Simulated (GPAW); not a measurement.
A self-consistent single point of Be (P-1, 2 atoms in the cell) with GPAW.

Computed with LDA (Perdew-Wang 92), GPAW PAW datasets LDA (gpaw-data 1.0.1) (plane waves; GPAW).

```yaml
crystal:
  lattice:
    - [2.26478, 0.00000, 0.00000]
    - [-1.13239, 1.96136, 0.00000]
    - [0.00000, 0.00000, 3.57410]
  atoms:
    - { symbol: Be, position: [0.33279, 0.66981, 0.75034] }
    - { symbol: Be, position: [0.66721, 0.33019, 0.24966] }
```

Reference input (self-consistent single point, DFT PBE, plane waves, GPAW PAW datasets PBE (gpaw-data 1.0.1)): mode = pw; ecut = 800 eV; xc = PBE; kpts = 13 13 8; mesh shift (steps) = 0 0 0; occupations.name = methfessel-paxton; occupations.width = 0.272 eV; occupations.order = 0; nbands = -6; convergence.forces = 0.001 eV/Å; symmetry.symmorphic = false; symmetry.tolerance = 0.0005. This run's input differs from it in these lines:

```diff
@@ -13,3 +13,3 @@
 calc = GPAW(mode=PW(800),
-            xc='PBE',
+            xc='LDA',
             kpts={'size': (13, 13, 8), 'gamma': True},
```

Its files differ too (potentials: GPAW PAW datasets LDA (gpaw-data 1.0.1)).

Output, abridged:

```
     iter     time        total  log10-change:
                         energy   eigst   dens  force
iter:   1 --:--:--    -8.341057
iter:   2 --:--:--    -8.347852   -1.66  -1.31
iter:   3 --:--:--    -8.373232   -2.56  -1.33
iter:   4 --:--:--    -8.376216   -3.48  -1.89
iter:   5 --:--:--    -8.376355   -4.93  -2.51
iter:   6 --:--:--    -8.376363c  -6.55  -2.95
iter:   7 --:--:--    -8.376375c  -6.17  -3.02
iter:   8 --:--:--    -8.376375c  -8.85c -4.40c
iter:   9 --:--:--    -8.376375c -10.10c -4.60c -3.46c
Converged after 9 iterations.

Dipole moment: (0.000000, -0.000000, -0.000000) |e|*Ang

Energy contributions relative to reference atoms: (reference = -786.376892)

Kinetic:         +7.060526
Potential:       -3.249296
External:        +0.000000
XC:             -12.044008
Entropy (-ST):   -0.005934
Local:           -0.140630
SIC:             +0.000000
--------------------------
Free energy:     -8.379342
Extrapolated:    -8.376375

Showing only first 2 kpts
 Kpt  Band  Eigenvalues  Occupancy
  0     0     -3.93979    2.00000
  0     1      2.80883    2.00000
  0     2      8.47552    0.00000
  0     3     22.99740    0.00000

  1     0     -3.80663    2.00000
  1     1      2.09681    2.00000
  1     2      9.50025    0.00000
  1     3     23.12010    0.00000

Fermi level: 7.13429

No gap
No difference between direct/indirect transitions
Energy (eV): -8.376375

Forces in eV/Ang:
  0 Be    0.03313   -0.04408   -0.01769
  1 Be   -0.03313    0.04408    0.01769

Stress tensor:
     0.025216    -0.001347     0.000019
    -0.001347     0.021802    -0.000025
     0.000019    -0.000025     0.041683
Stress (GPa, Voigt): [ 4.0400e+00  3.4930e+00  6.6783e+00 -4.0000e-03  3.0000e-03 -2.1590e-01]
```

The run converged in 9 iterations. GPAW prints stress with tension positive. Against the reference run the pressure goes from 1.19 to -4.74 GPa and the largest force hardly changes (0.059 to 0.058 eV/Å).

The starting cell comes from a database of computed structures (which also holds hypothetical and non-ambient phases and stackings), without a prior relaxation at this level. Its atoms were displaced at random from the sites of space group no. 194. With a pressure of about -5 GPa the cell is away from its equilibrium volume at this level.

Cost on one core of a shared machine: roughly 2 min.
